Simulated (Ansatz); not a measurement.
The parent structure is TlBr in the CsCl type structure (space group Pm-3m, No. 221; a = 3.840 Å). Axes: x, y, z lie along the cube axes.

Level of theory: LDA (Ansatz, a program for electronic structure, PAW, no spin-orbit coupling).

Before the change:

Band gap: 1.37 eV
Smallest direct gap: 1.37 eV

Now apply this change: biaxial strain +1.50 %, plane normal [001], relaxed out of plane (Cartesian); in-plane vectors clamped, the third vector and the atoms free.

**Question.** Estimate the effect on the band gap, in-plane stress, smallest direct gap and ratio −ε⊥/ε∥.

**Answer.** The band gap shrinks by 0.102 eV (1.37 eV → 1.26 eV); the mean in-plane stress (compression positive) is -0.8 GPa; the smallest direct gap is nearly the same (1.37 eV against 1.36 eV); the ratio −ε⊥/ε∥ amounts to 0.97.

With Tl present, leaving out spin-orbit coupling can change the band edges. Stability against distortions was not tested.
